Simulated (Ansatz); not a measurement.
The starting structures come from a database of crystals and need not be the phases stable at ambient conditions.

By PBEsol, the system below comes out a metal.

The ballistic (Sharvin) conductance counts the channels at the Fermi level: G/A = (e²/h) × channels of both spins per area.

Data:

```xyz
10
Lattice="2.9971 0.0000 0.0000 0.0000 4.5096 0.0000 0.0000 0.0000 5.2505" Properties=species:S:1:pos:R:3 pbc="T T T"
Fe     0.0000     2.2548     0.0000
Fe     1.4986     0.0000     2.6252
B      1.4986     3.7765     4.5832
B      1.4986     0.7330     0.6673
B      0.0000     1.5218     3.2925
B      0.0000     2.9878     1.9580
B      1.4986     1.1182     4.2668
B      1.4986     3.3913     0.9837
B      0.0000     3.3730     3.6089
B      0.0000     1.1365     1.6416
```

Space group of this cell: Pnnm. The cell is taken as given; by PBEsol its mean pressure is -2.3 GPa.

The current flows along the normal of the first two printed cell vectors. No spin-orbit coupling; the value is a mean over 0.1 eV about the Fermi level.

### Question
State the ballistic conductance per area according to PBEsol (Ansatz, a first-principles code).

### Answer
0.47 × 10¹⁵ S/m² for both spins.
